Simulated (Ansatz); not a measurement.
Take Mg in the hcp (Mg type) structure (space group P6_3/mmc, No. 194; relaxed with 0.1 eV smearing) as the base.

```xyz
2
Lattice="3.1751 0.0000 0.0000 -1.5876 2.7497 0.0000 0.0000 0.0000 5.1628" Properties=species:S:1:pos:R:3 pbc="T T T"
Mg     1.5876     0.9166     1.2907
Mg     0.0000     1.8332     3.8721
```

Cartesian axes are those of the cell as printed.

The values are results of Ansatz (a quantum-chemistry and plane-wave program) PBEsol, no spin-orbit coupling, not measurements.

Before the change:

```
Property                        Result
-----------------------------  -------
Shortest interatomic distance  3.166 Å
```

Now apply this change: the cell is compressed by 1.00 % along x with no lateral relaxation; the atoms relax in the strained cell.

**Question.** What does the calculation give for the stress after the change?

**Answer.** The stress (xx, yy, zz, yz, xz, xy; compression positive) is (0.7, 0.2, 0.2, 0.0, 0.0, 0.0) GPa.

**Question.** What does the calculation give for the shortest interatomic distance after the change?

**Answer.** The shortest interatomic distance shrinks by 0.023 Å to 3.143 Å.

**Question.** Estimate the effect on the energy relative to the base.

**Answer.** The energy rises by 0.5 meV/atom.

Whether these cells are dynamically stable was not tested.
